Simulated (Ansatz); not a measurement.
## Free triangular strip chain of Ru atoms

Computed with PBE (plane waves to 420 eV, PAW; Ansatz, an electronic-structure program). Mesh 1×1×122. Collinear spin, started with parallel moments, and moments remain. One-dimensional cell, images about 11 Å apart. A hypothetical model. It keeps the symmetry and period of its start, so it need not be a minimum against all distortions. Pairing along the axis, which can open a gap, is among the distortions not tried. No Hubbard term is applied. Fermi–Dirac width 0.02 eV.

- period along the axis (2 atoms) = 2.470 Å
- net spin moment = 3.23 μB a period
- PBE gap = none (under 0.01 eV)

```
CELL_PARAMETERS angstrom
     13.50000     0.00000     0.00000
      0.00000    11.00000     0.00000
      0.00000     0.00000     2.47013
ATOMIC_POSITIONS crystal
  Ru 0.42113 0.50000 0.00000
  Ru 0.57887 0.50000 0.50000
```
